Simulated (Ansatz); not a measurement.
## A cell of 75 Å² of the (0001) surface of 4H silicon carbide (H on every top atom; a constructed slab, bottom: 1 H on 1 bottom sites), relaxed from a rattled start

Host crystal: 4H silicon carbide, with a band gap (PBE, scalar-relativistic without spin-orbit coupling).

Calculation: PBE (plane waves to 420 eV, PAW; Ansatz, a first-principles code).

Set-up: 90 atoms, 10.9 Å thick at the start with caps and adatoms (thin: gaps and levels are the slab's own); mesh 3x3x1; 0.01 eV smearing; dipole correction on; 9 atoms held, the rest relaxed; no symmetry held; no spin, no spin-orbit, no U.

gap of the slab on its k-mesh: 2.62 eV
highest filled level below the top vacuum level: 5.97 eV
energy released by relaxation: 5.98 eV
energy gained against the symmetric clean supercell: 0.000 eV
cost: around 14 core-minutes (rough)
